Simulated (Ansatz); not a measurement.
## (V,Cr)2AlC alloys, 211 MAX phase start, 16-atom cells

Cells and atoms relaxed. Order is of the mixed sites (0 random, negative unlike neighbours favoured); cells of high symmetry are ordered arrangements. Sheared cells and those that changed their type are left out. Enthalpies are against end members in the 211 MAX phase type.

All values below come from PBE (plane waves to 420 eV, PAW; Ansatz, a program for electronic structure). Spin–orbit coupling is left out; the runs are not spin-polarised.

```json
[
 {"site fractions": "(1) V 0.125, Cr 0.875", "space group": "Pm", "order in the first shell": "+0.11", "volume (Å³/atom)": "11.21", "mixing enthalpy (meV a site of the first mixed sublattice)": "6"},
 {"site fractions": "(2) V 0.250, Cr 0.750", "space group": "Pmc2_1", "order in the first shell": "-0.04", "volume (Å³/atom)": "11.32", "mixing enthalpy (meV a site of the first mixed sublattice)": "11"},
 {"site fractions": "(3) V 0.500, Cr 0.500", "space group": "Pm", "order in the first shell": "0.00", "volume (Å³/atom)": "11.55", "mixing enthalpy (meV a site of the first mixed sublattice)": "8"},
 {"site fractions": "(4) V 0.500, Cr 0.500", "space group": "Pnnm", "order in the first shell": "-0.33", "volume (Å³/atom)": "11.54", "mixing enthalpy (meV a site of the first mixed sublattice)": "14"},
 {"site fractions": "(5) V 0.500, Cr 0.500", "space group": "P-6m2", "order in the first shell": "+0.33", "volume (Å³/atom)": "11.56", "mixing enthalpy (meV a site of the first mixed sublattice)": "7"},
 {"site fractions": "(6) V 0.750, Cr 0.250", "space group": "Pmm2", "order in the first shell": "-0.04", "volume (Å³/atom)": "11.78", "mixing enthalpy (meV a site of the first mixed sublattice)": "0"},
 {"site fractions": "(7) V 0.875, Cr 0.125", "space group": "Pm", "order in the first shell": "+0.11", "volume (Å³/atom)": "___", "mixing enthalpy (meV a site of the first mixed sublattice)": "2"}
]
```

Q: Some entries are withheld; supply them.

A: 
- (7) V 0.875, Cr 0.125, volume (Å³/atom): 11.89
